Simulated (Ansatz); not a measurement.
Consider MgTe in the wurtzite structure (space group P6_3mc, No. 186; a = 4.5609 Å, c = 7.4130 Å). Axes: x lies along a and z along c of the hexagonal cell.

The values are results of PBEsol (Ansatz, a program for electronic structure; PAW; 420 eV plane waves; no spin-orbit coupling), not measurements.

Strains are applied to the cell and any free atomic positions relax.

One change was made to it. Results:

```tsv
quantity	base	after
pressure (mean of the normal stresses, compression positive)	-0.01 GPa	-3.37 GPa
gap character	direct at Γ	direct at Γ
band gap	2.39 eV	1.89 eV
```

### Question
Which change produced these results?
(A) strain tensor (xx, yy, zz, yz, xz, xy) = (−1.81, +1.97, +0.90, +0.72, −1.83, −1.94) %
(B) isotropic strain +4.06 %
(C) isotropic strain +5.76 %

### Answer
B, isotropic strain +4.06 %. For comparison, the band gap in the other runs: isotropic strain +5.76 % gives 1.70 eV; strain tensor (xx, yy, zz, yz, xz, xy) = (−1.81, +1.97, +0.90, +0.72, −1.83, −1.94) % gives 2.20 eV.

With Te present, leaving out spin-orbit coupling can change the band edges. Whether these cells are dynamically stable was not tested. Labels are those of the standard path for the cell's own space group.
